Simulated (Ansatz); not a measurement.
# NaOH, pressure series

The reference is NaOH (space group Cmcm, No. 63; a = 3.404 Å, b = 10.886 Å, c = 3.371 Å; a cell from a computed database, its experimental status unchecked; layered, stacked along the Cartesian y axis).

Cell and atoms are relaxed at each pressure.

Calculations: Ansatz (an electronic-structure program), PBEsol, PAW, cutoff 420 eV, spin-orbit coupling left out.

```json
[
 {"P (GPa)": "-1.00", "V (Å³/atom)": "10.943"},
 {"P (GPa)": "0.30", "V (Å³/atom)": "10.297"},
 {"P (GPa)": "0.70", "V (Å³/atom)": "10.161"},
 {"P (GPa)": "1.50", "V (Å³/atom)": "9.925"},
 {"P (GPa)": "3.00", "V (Å³/atom)": "9.569"},
 {"P (GPa)": "5.00", "V (Å³/atom)": "9.197"},
 {"P (GPa)": "10.00", "V (Å³/atom)": "8.531"}
]
```

Q: Fit a third-order Birch–Murnaghan equation of state.

A: Least squares on P(V) = (3B₀/2)[(V₀/V)^(7/3) − (V₀/V)^(5/3)]·[1 + (3/4)(B₀′ − 4)((V₀/V)^(2/3) − 1)] gives V₀ = 10.43 Å³/atom, B₀ = 26 GPa and B₀′ = 6.6.

Load acts through the strain it causes; cell and atoms are relaxed under it. Whether these cells are dynamically stable was not tested. No other phases were tried under pressure. No dispersion term is included in the PBEsol runs.
